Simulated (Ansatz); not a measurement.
The starting structures come from a database of crystals and need not be the phases stable at ambient conditions.

Crystal: CaPdF₆ (R-3, not sure to be the ambient phase, 8 atoms a cell, 14.0 Å³ an atom); planes in its conventional cell.

Calculation: r2SCAN (plane waves, PAW; Ansatz, a quantum-chemistry and plane-wave program).

The gap is the functional's own, uncorrected, and κ follows it; spin-orbit coupling is left out. Mid-gap values are interpolated between the computed energies.

| plane | area of the cell (Å²) | mid-gap κ (1/Å) | largest κ in the gap (1/Å) |
|---|---|---|---|
| (110) | 43.6 | 0.60 | 0.63 |
| (001) | 22.9 | ? | ? |
| (101) | 26.3 | ? | ? |

The slowest decay depends on the direction. Supply the withheld values.


- (001), mid-gap κ (1/Å): 0.68
- (001), largest κ in the gap (1/Å): 0.68
- (101), mid-gap κ (1/Å): 0.61
- (101), largest κ in the gap (1/Å): 0.61
